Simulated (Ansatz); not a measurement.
Functionals compared on a constructed model of the (100) surface of bcc Fe, ferromagnetic (in the relaxation 1 Fe–Ir bonds formed), a pseudomorphic layer of Ir in the host's stacking (bottom of the slab: a bare face, its two planes held), in Ansatz (plane waves, PAW). The structure was relaxed with PBE; the other rows are single points on it. Cutoff 420 eV.

Slab: 7 atoms, 9.1 Å thick at the start (thin: gaps and levels are the slab's own); k 13x13x1, smearing 0.1 eV, dipole-corrected; 2 atoms held, the rest relaxed; symmetry of the start imposed; spin-polarised, ending with about 15.5 μB a cell; orders that need a larger cell were not tried, no spin-orbit, no U. It is one candidate, not shown to be the stable structure of the face. These notes are the PBE run's. RPBE: The program's check for a lower electronic state was not made.

| functional | work function of the top face (eV) | magnetic moment of the cell (μB) | rough cost of the single point |
|---|---|---|---|
| PBE | 5.04 | 15.51 | – |
| RPBE | ___ | 15.77 | roughly 60 core-seconds |

Task: Some entries are withheld; supply them.

Result: 
- RPBE, work function of the top face (eV): 4.85

Ansatz is a quantum-chemistry and plane-wave program.
